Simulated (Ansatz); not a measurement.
What isotropic strain +0.50 % does to Cu

The reference is Cu in the fcc (Cu type) structure (space group Fm-3m, No. 225; a = 3.577 Å; relaxed with 0.1 eV smearing).

One thing is altered: an isotropic linear strain of +0.50 %; the atoms relax in the strained cell.

Level of theory: Kohn–Sham DFT with the r2SCAN functional, run in Ansatz (a program for electronic structure) with PAW and 500 eV plane waves, no spin-orbit coupling. k-mesh 32×32×32 (Γ-centred); smearing 0.1 eV (Fermi–Dirac).

The volume per atom grows by 0.17 Å³ (11.44 Å³ → 11.61 Å³) and the shortest interatomic distance rises by 0.024 bohr, from 4.779 bohr to 4.803 bohr. The energy increases by 1.3 meV/atom and the pressure goes from zero to -2.4 GPa. The band gap is still zero.

Final structure:

```yaml
crystal:
  lattice:
    - [0.00000, 1.79732, 1.79732]
    - [1.79732, 0.00000, 1.79732]
    - [1.79732, 1.79732, 0.00000]
  atoms:
    - { symbol: Cu, position: [0.00000, 0.00000, 0.00000] }
```

Whether these cells are dynamically stable was not tested. All final runs are without spin polarisation.
